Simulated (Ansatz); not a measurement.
The parent structure is GaN in the zinc blende structure (space group F-43m, No. 216).

```yaml
crystal:
  lattice:
    - [0.00000, 2.24895, 2.24895]
    - [2.24895, 0.00000, 2.24895]
    - [2.24895, 2.24895, 0.00000]
  atoms:
    - { symbol: Ga, position: [0.00000, 0.00000, 0.00000] }
    - { symbol: N, position: [0.25000, 0.25000, 0.25000] }
```

Cartesian axes are those of the cell as printed.

Calculations: plane-wave PAW DFT at the r2SCAN level (Ansatz, a quantum-chemistry and plane-wave program, 500 eV), scalar-relativistic without spin-orbit coupling.

Modification: the cell is compressed by 0.50 % along z with no lateral relaxation; the atoms relax in the strained cell.

Q: Predict the stress tensor and what it implies for the stiffness.

A: Stress of the strained cell less that of the base (GPa, compression positive):
```
   0.78    0.00    0.00
   0.00    0.78    0.00
   0.00    0.00    1.43
```

Then −Δσ_ii/ε with ε = -0.0050 gives relaxed-ion elastic constants: C33 ≈ 286 GPa, C13 ≈ 156 GPa and C23 ≈ 156 GPa.

Stability against distortions was not tested. This is not the structure that GaN has at room temperature and ambient pressure.
